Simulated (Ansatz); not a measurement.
The starting structures come from a database of crystals and need not be the phases stable at ambient conditions.

Inside the gap of an insulator the Bloch states are evanescent, with a wavenumber k + iκ along the transport direction.

Consider the following.

```yaml
crystal:
  lattice:
    - [5.10301, 0.00000, 0.00000]
    - [0.00000, 5.66338, 0.00000]
    - [0.00000, 0.00000, 4.75306]
  atoms:
    - { symbol: Hf, position: [0.00000, 0.92227, 0.00000] }
    - { symbol: Hf, position: [0.50000, 0.07773, 0.50000] }
    - { symbol: Ti, position: [0.50000, 0.56968, 0.00000] }
    - { symbol: Ti, position: [0.00000, 0.43032, 0.50000] }
    - { symbol: O, position: [0.83743, 0.14701, 0.71970] }
    - { symbol: O, position: [0.16257, 0.14701, 0.28030] }
    - { symbol: O, position: [0.66257, 0.85299, 0.21970] }
    - { symbol: O, position: [0.33743, 0.85299, 0.78030] }
    - { symbol: O, position: [0.67490, 0.37323, 0.26544] }
    - { symbol: O, position: [0.32510, 0.37323, 0.73456] }
    - { symbol: O, position: [0.82510, 0.62677, 0.76544] }
    - { symbol: O, position: [0.17490, 0.62677, 0.23456] }
```

Space group of this cell: P2_12_12. The cell is taken as given; by r2SCAN its mean pressure is -4.4 GPa.

Transport runs along the normal of the first two printed cell vectors.

The gap is the functional's own. No spin-orbit coupling. Mid-gap values are interpolated on the energy grid.

Problem. Predict the band gap and the smallest decay constant κ at mid-gap from r2SCAN (Ansatz, a first-principles code).

Solution. Gap 3.01 eV on a 6×6×6 mesh; κ = 0.353 1/Å, at the zone centre.
